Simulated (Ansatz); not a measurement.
Amorphous B₃₂N₃₆Si₃, 71 atoms at 2.05 g/cm³, one PBE-relaxed geometry, zone centre. Methods: PBE, scalar-relativistic without spin-orbit coupling (Ansatz, an electronic-structure program); r2SCAN, scalar-relativistic without spin-orbit coupling (Ansatz); HSE06, scalar-relativistic without spin-orbit coupling (Ansatz). Plane waves to 420 eV (r2SCAN 500 eV); exact exchange is cut at the cell's faces. The higher rungs were started with moments on some atoms, which died out.

Preparation: random packing, a CHGNet melt and quench, and a DFT relaxation. N atoms were pushed apart under 1.9 Å during the dynamics, to hinder bonds among them. The hot cell started wider than the set density and was brought back towards it in steps. It is the lowest in DFT energy of 2 quenches. It is a model cell: composition and starting density were chosen by hand, and all elements were melted together. No dispersion term was used. Its density started from a set value of 2.05 and ended at 2.05 g/cm³. Cooling (nominally 580 K/ps over its main leg) ran many orders faster than in experiment, which tends to leave more defects and strain. One small periodic cell is one sample of the glass; other quenches scatter about these values. The volume was held where the preparation left it, at a PBE pressure of 0.1 GPa. Stress components on the final sampling reach 3.3 GPa.

The relaxation ran on the zone centre alone. At PBE the gap is 2.31 eV on a 2×2×2 Γ-centred mesh, and the spacing at the zone centre alone 2.58 eV.

### Question
What zone-centre spacing does r2SCAN give, roughly?

### Answer
3.08 eV (+0.49 eV against PBE).

### Question
What zone-centre spacing does HSE06 give, roughly?

### Answer
3.90 eV (+1.32 eV against PBE).

The highest filled and the lowest empty state spread over these numbers of atoms (participation numbers): PBE: 13.6 and 14.8; r2SCAN: 10.1 and 15.1; HSE06: 8.5 and 15.0.
